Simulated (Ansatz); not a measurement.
For Al3Sc (I4/mmm, No. 139, 4 atoms in the cell; start mp-999204; a measured phase of this formula has another space group), LDA (Ansatz, a program for electronic structure, PAW) gives:

lattice constant a: 3.952 Å
c axis length: 8.668 Å
bulk modulus B0: 91.5 GPa
cohesive energy: 4.62 eV/atom

Q: What does r²SCAN (Ansatz, plane waves, PAW) give for the same quantities?

A: 
- lattice constant a: 4.005 Å (goes up by 1.3 %)
- lattice parameter c: 8.763 Å (grows by 1.1 %)
- bulk modulus: 89.5 GPa (falls by 2.2 %)
- cohesive energy: 4.08 eV/atom (drops by 0.54 eV/atom)

Changes are worked out from the printed values.

Unless a cell is named, each level is at its own relaxed cell (LDA 16.92, r²SCAN 17.57 Å³/atom).

The crystal itself was run without spin with LDA, r²SCAN; a magnetic state was not tried in these runs.

Caveats: the bulk modulus is −V dP/dV from two relaxed cells at ±2 % in volume (LDA, r²SCAN); the relaxation could not lower the start's symmetry, so the cell can be a saddle point above a distorted one (LDA, r²SCAN). Ansatz's density-functional and Hartree–Fock values are scalar-relativistic unless marked +SOC, with PAW data made under PBE.

A start named mp-… is a Materials Project structure, which need not be a measured phase.
